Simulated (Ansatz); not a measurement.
**Ru under a change: isotropic strain −1.00 %**

Take Ru in the hcp (Mg type) structure (space group P6_3/mmc, No. 194; a = 2.704 Å, c = 4.263 Å; relaxed with 0.1 eV smearing) as the base.

The change: every lattice vector is shortened by 1.00 %, atoms relaxed at fixed cell.

Method: r2SCAN in Ansatz (plane waves to 500 eV, PAW, no spin-orbit coupling). Settings: 24×24×14 k-points, 0.1 eV Fermi–Dirac smearing.

The volume per atom drops by 0.40 Å³ (13.50 Å³ → 13.10 Å³) and the space group stays P6_3/mmc (No. 194). The shortest interatomic distance drops by 0.026 Å (2.642 Å → 2.616 Å) and the energy goes up by 13 meV/atom. The pressure (mean of the normal stresses, compression positive) goes from zero to 10.9 GPa and the band gap stays zero.

Whether these cells are dynamically stable was not tested. All final runs are without spin polarisation.

Ansatz is a quantum-chemistry and plane-wave program.
